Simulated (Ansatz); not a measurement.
Base system: SiS2 (space group Ibam, No. 72; a = 5.803 Å, b = 9.892 Å, c = 5.546 Å; made of chains).

Level of theory: Ansatz (a quantum-chemistry and plane-wave program) r2SCAN, without spin-orbit coupling.

Carriers are added at fixed cell with a uniform background; the Fermi–Dirac width is that of 300 K.

One change was made to it. Results:

| quantity | base | after |
|---|---|---|
| gap between the host's bands | 3.31 eV | 2.93 eV |
| largest internal atomic displacement | – | 0.081 Å |
| Fermi level relative to the doped band's edge (positive inside the band; to 0.05 eV) | – | +0.80 eV |

Question: Which of these changes matches the shifts?
A. holes 3.0×10^21 cm⁻³
B. electrons 7.0×10^21 cm⁻³
C. electrons 2.0×10^21 cm⁻³
D. electrons 1.0×10^22 cm⁻³

Answer: D, electrons 1.0×10^22 cm⁻³. For comparison, the gap between the host's bands in the other runs: electrons 7.0×10^21 cm⁻³ gives 3.05 eV; holes 3.0×10^21 cm⁻³ gives 3.44 eV; electrons 2.0×10^21 cm⁻³ gives 3.24 eV.

Charged cell with a jellium background: band edges are those of the host's band count, energies are not comparable with the neutral cell, and many-body gap narrowing is missing. No phonon test of stability was made. No dispersion term is included, though the crystal is made of layers, chains or molecules, so its spacings can come out too wide.
